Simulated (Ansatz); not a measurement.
The reference is Ti in the hcp (Mg type) structure (space group P6_3/mmc, No. 194; a = 2.9016 Å, c = 4.5930 Å; relaxed with 0.1 eV smearing). Axes: x lies along a and z along c of the hexagonal cell.

The values are results of PBEsol/PAW in Ansatz (a first-principles code), scalar-relativistic without spin-orbit coupling, not measurements.

It is then changed as follows: a pure shear with ε_xz = ε_zx = 0.0171; the atoms relax in the strained cell.

Q: Estimate the effect on the stress and energy relative to the base.

A: The stress (xx, yy, zz, yz, xz, xy; compression positive) is (0.1, -0.1, 0.0, 0.0, -1.3, 0.0) GPa; the energy rises by 2.4 meV/atom.

Whether these cells are dynamically stable was not tested. The final runs are not spin-polarised.
